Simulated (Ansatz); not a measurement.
Base system: AlAs in the wurtzite structure (space group P6_3mc, No. 186; a = 4.003 Å, c = 6.581 Å; a model cell, its experimental status unchecked).

The change: every As is replaced by N, then cell and atoms are relaxed.

Levels (all Ansatz, a program for electronic structure, PAW, earlier PAW set): PBEsol (420 eV, spin-orbit coupling left out); HSE06 (420 eV, no spin-orbit coupling); PBEsol+SOC (420 eV, noncollinear with spin-orbit coupling).

One geometry, relaxed with PBEsol, under each level:

The valence-band top lists the three highest levels at Γ (Kramers pairs under SOC), from the VBM.

```json
[
 {"level": "PBEsol", "band gap": "4.10 eV", "lowest conduction level above the VBM at special points": "Γ 4.10 eV; K 4.89 eV; L 5.17 eV", "valence-band top at Γ": "0.00, -0.22, -0.22 eV", "pressure": "0.00 GPa"},
 {"level": "HSE06", "band gap": "___", "lowest conduction level above the VBM at special points": "___", "valence-band top at Γ": "–", "pressure": "–"},
 {"level": "PBEsol+SOC", "band gap": "4.10 eV", "lowest conduction level above the VBM at special points": "Γ 4.10 eV; K 4.89 eV; L 5.17 eV; M 5.67 eV", "valence-band top at Γ": "0.00, -0.22, -0.23 eV", "pressure": "-0.01 GPa"}
]
```

Task: Give the withheld HSE06 results.

Result: 
- HSE06, band gap: 5.54 eV
- HSE06, lowest conduction level above the VBM at special points: Γ 5.54 eV; K 6.34 eV; L 6.64 eV

Single points use the geometry relaxed with PBEsol. Differences between runs with and without spin-orbit coupling are approximate. Stability against distortions was not tested. This is not the structure that AlAs has at room temperature and ambient pressure.
